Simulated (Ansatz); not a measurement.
Take InCl₃ in the ReO3 type structure (space group Pm-3m, No. 221; a = 5.028 Å; a hypothetical phase, not in the database extracts checked; relaxed with 0.1 eV smearing) as the base. Axes: x, y, z lie along the cube axes.

Computed with DFT with PBEsol, PAW potentials and a 420 eV plane-wave cutoff in Ansatz (a quantum-chemistry and plane-wave program), without spin-orbit coupling.

A first run, uniaxial strain ε_xx = +1.03 %, gives secant values C11 ≈ 94 GPa and C12 ≈ 11 GPa from its stress. A second run applies isotropic strain −1.13 %.

Q: What does linear elasticity predict for the bulk modulus −ΔP/(ΔV/V₀) in the second run, and what does the run give?

A: Linear elasticity: (C11 + 2 C12)/3 = 39 GPa. The run gives 45 GPa; any difference comes from nonlinear terms at these strains and numerical noise.

Whether these cells are dynamically stable was not tested. The final runs are not spin-polarised.
